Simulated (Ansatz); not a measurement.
```yaml
crystal:
  lattice:
    - [0.00000, 3.22900, 3.31342]
    - [3.22900, 0.00000, 3.31342]
    - [3.22900, 3.22900, 0.00000]
  atoms:
    - { symbol: Sn, position: [0.00000, 0.00000, 0.00000] }
    - { symbol: Sn, position: [0.25000, 0.25000, 0.25000] }
```

Computed with r2SCAN with spin-orbit coupling, rigid bands (plane waves, PAW; Ansatz, a first-principles code). Condition of this run: biaxial stress in (001) of 0.8 GPa (compression positive) (the target of the relaxation). How the cell was made: cell and atoms relaxed with PBEsol, then loaded as said.

Q: Is this a good metal at this level?

A: No. No gap is resolved, and few carriers conduct, as in a semimetal or a zero-gap semiconductor. N(E_F) = 0.054 states/eV a cell at 300 K and the Drude plasma energy along the best axis is 0.60 eV, several times under that of a simple or noble metal.
